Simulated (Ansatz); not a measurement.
**F on the 1x1 (0001) surface of hcp Ru, one in a 3x3 cell, started at the site 'hollow Ru-Ru-Ru over Ru at depth 2.1 Å'**

Method: PBE (plane waves to 420 eV, PAW; Ansatz, a program for electronic structure).

Model: 37-atom slab, 6.3 Å thick at the start under the adsorbate (thin: gaps and levels are the slab's own), 4x4x1 mesh, Fermi-Dirac 0.1 eV, dipole correction, 18 atoms held, the rest relaxed; symmetry of the start imposed; no spin, no spin-orbit, no U, no dispersion correction. At the end it is bonded to 3 Ru. In PBE this state lies 0.07 eV over the lowest of the starts that converged ('hollow Ru-Ru-Ru').

```json
{
  "adsorption energy against ½ F2(g)": "-276 kJ/mol",
  "work_function_of_the_top_face": "5.22 eV",
  "change_of_the_work_function": "0.22 eV",
  "change_of_the_step_from_the_bottom_to_the_top_vacuum_level_against_the_clean_slab": "0.23 eV",
  "energy_released_by_relaxation": "0.43 eV",
  "height of the binding atom over the mean of the host atoms within 0.3 Å of the top one": "165.7 pm",
  "nearest_host_atoms_of_the_binding_atom": "Ru at 2.28 Å, Ru at 2.28 Å, Ru at 2.28 Å",
  "largest_move_of_a_host_atom": "0.03 Å",
  "cost": "roughly 12 core-minutes"
}
```

A negative adsorption energy means that the adsorbate is more stable on the surface than in its reference.
